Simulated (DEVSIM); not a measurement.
System: illuminated Si p-on-n cell, one wavelength, with a back-surface field, at 350 K.

| layer (left to right) | material | thickness (μm) | Nd (cm⁻³) | Na (cm⁻³) | τn (s) | τp (s) | absorption coefficient (cm⁻¹) |
|---|---|---|---|---|---|---|---|
| 1 | Si | 0.0660 | - | 1.3e18 | 0.00026 | 3.3e-6 | 1100 |
| 2 | Si | 200 | 5.7e16 | - | 0.0003 | 0.0003 | 1100 |
| 3 | Si | 0.640 | 1.5e18 | - | 0.0003 | 0.0003 | 1100 |

Left contact: ohmic, minority electron recombination velocity 20000 cm/s. Right contact: ohmic, minority hole recombination velocity 3000 cm/s. Voltage is applied to the left contact. Recombination: SRH at mid-gap, radiative, Auger. Light enters at the left, 8.7e17 photons cm⁻² s⁻¹, one pass, no reflection. Mobility is μmin + (μ − μmin)/(1 + (N/Nref)^α).

This is a model device: material constants are rounded textbook-type values typed into the input, and sizes, dopings and lifetimes were drawn at random. Values at 300 K; Nc and Nv go as T^1.5, mobilities as T to minus their exponent, the gap by Varshni's rule with the affinity fixed.

| parameter | Si |
|---|---|
| gap (eV) | 1.124 |
| affinity (eV) | 4.05 |
| permittivity | 11.7 |
| Nc (cm⁻³) | 2.86e19 |
| Nv (cm⁻³) | 3.1e19 |
| μn (cm²/Vs) | 1417 |
| μp (cm²/Vs) | 470 |
| μn,min | 52 |
| μp,min | 45 |
| Nref,n | 9.7e16 |
| Nref,p | 2.2e17 |
| αn | 0.68 |
| αp | 0.72 |
| T exponent of μn | 2.3 |
| T exponent of μp | 2.2 |
| B (cm³/s) | 4.7e-15 |
| Cn (cm⁶/s) | 2.8e-31 |
| Cp (cm⁶/s) | 9.9e-32 |
| Varshni α (eV/K) | 0.000473 |
| Varshni β (K) | 636 |

Simulated with DEVSIM: 1D drift-diffusion, Boltzmann statistics, complete ionisation; no tunnelling, impact ionisation, image-force lowering or self-heating.

The thickness of layer 2 was swept, all else fixed.

| thickness of layer 2 (μm) | short-circuit current (mA/cm²) | dark forward voltage at 1 A/cm² (V) | dark forward voltage at 100 A/cm² (V) |
|---|---|---|---|
| 40 | 136 | 0.654 | 0.807 |
| 70 | 137 | 0.654 | ___ |
| 120 | 137 | 0.655 | 0.835 |
| 200 | 137 | 0.655 | 0.864 |
| 340 | 137 | 0.657 | 0.926 |
| 600 | 137 | 0.662 | 1.067 |
| 1000 | 137 | 0.669 | 1.346 |

Problem. What belongs in the gaps?

Solution. 
- 70, dark forward voltage at 100 A/cm² (V): 0.817
